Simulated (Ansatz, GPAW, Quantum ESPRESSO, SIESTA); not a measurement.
# Re (P6_3/mmc, 2 atoms in the cell) computed with different codes at matched settings

Self-consistent single point.

```yaml
crystal:
  lattice:
    - [1.39118, -2.40959, 0.00000]
    - [1.39118, 2.40959, 0.00000]
    - [0.00000, 0.00000, 4.49613]
  atoms:
    - { symbol: Re, position: [0.33333, 0.66667, 0.25000] }
    - { symbol: Re, position: [0.66667, 0.33333, 0.75000] }
```

All programs got the same cell, k-point mesh and kind of occupations (in Ansatz's words: kpoints.mp_grid.grid = 14 14 7; scf.occupations.method = gaussian; scf.occupations.width = 0.1 eV); potentials, basis and cutoffs are each program's usual ones.

| code | model | pressure (GPa) | k-points | cutoff |
|---|---|---|---|---|
| SIESTA | GGA PBE, numerical atomic orbitals DZP, PseudoDojo PBE standard norm-conserving potentials (rewritten from UPF to PSML) | -2.43 | 700 | grid 400 Ry |
| Ansatz | PBE, default PAW files | -2.96 | 96 | default |
| Quantum ESPRESSO | PBE, PSlibrary PAW (PBE) pseudopotentials | -4.04 | 96 | 60 Ry |
| GPAW | PBE, GPAW PAW datasets PBE (gpaw-data 1.0.1) | -3.38 | 96 | 600 eV |

The spread over the programs that give each value: pressure within 1.61 GPa.

The starting cell has typed, rounded lattice constants, without a prior relaxation at this level. Its lattice was rescaled by a random factor within 2.5 % of one. On Ansatz's run: Spin-orbit coupling is off. Spin polarisation is off.

Q: Why do the programs differ, and what cannot be compared?

A: Differences of this kind can come from the potentials, where these differ, and from what each basis and cutoff leave unconverged. The valence holds different numbers of electrons (SIESTA 30, Ansatz (an electronic-structure program) 30, Quantum ESPRESSO 30, GPAW 26). The zero of total energies and Fermi levels follows the potentials and each program's conventions, so they are not compared here. SIESTA uses small atom-centred bases, whose incompleteness enters pressures, forces and empty levels differently from a plane-wave cutoff. Ansatz's pressure is given at a fixed set of plane waves, as the other plane-wave codes print theirs; with its correction for the finite basis it is -2.79 GPa. The programs reduce the same mesh by symmetry to different extents, which changes the work and not the result.

Left out of this page: ABINIT (with a known weakness of the program); Elk and FLEUR (not drawn, or without a comparable value).

Keys are those of Ansatz 0.2.
